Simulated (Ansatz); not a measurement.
Take HgS in the zinc blende structure (space group F-43m, No. 216) as the base.

```xyz
2
Lattice="0.0000 2.9060 2.9060 2.9060 0.0000 2.9060 2.9060 2.9060 0.0000" Properties=species:S:1:pos:R:3 pbc="T T T"
Hg     0.0000     0.0000     0.0000
S      1.4530     1.4530     1.4530
```

Cartesian axes are those of the cell as printed.

Level of theory: LDA in Ansatz (plane waves to 420 eV, PAW, no SOC).

Strains are applied to the cell and any free atomic positions relax.

One change was made to it. Results:

```json
[
 {"quantity": "energy relative to the base (free energy F)", "base": "0 meV/atom", "after": "+1.4 meV/atom"},
 {"quantity": "pressure (mean of the normal stresses, compression positive)", "base": "0.0 GPa", "after": "1.0 GPa"},
 {"quantity": "shortest interatomic distance", "base": "2.517 Å", "after": "2.504 Å"}
]
```

Name the change that was made.
A. uniaxial strain ε_zz = −0.50 %
B. uniaxial strain ε_zz = +2.50 %
C. uniaxial strain ε_zz = −3.00 %
D. uniaxial strain ε_zz = −1.50 %
E. uniaxial strain ε_zz = +2.00 %

D, uniaxial strain ε_zz = −1.50 %. For comparison, the pressure in the other runs: uniaxial strain ε_zz = +2.50 % gives -1.6 GPa; uniaxial strain ε_zz = +2.00 % gives -1.3 GPa; uniaxial strain ε_zz = −0.50 % gives 0.3 GPa; uniaxial strain ε_zz = −3.00 % gives 2.2 GPa.

A case with no gap was solved on a k-mesh chosen for an insulator, which is coarse for it. Whether these cells are dynamically stable was not tested. All final runs are without spin polarisation.

Ansatz is a quantum-chemistry and plane-wave program.
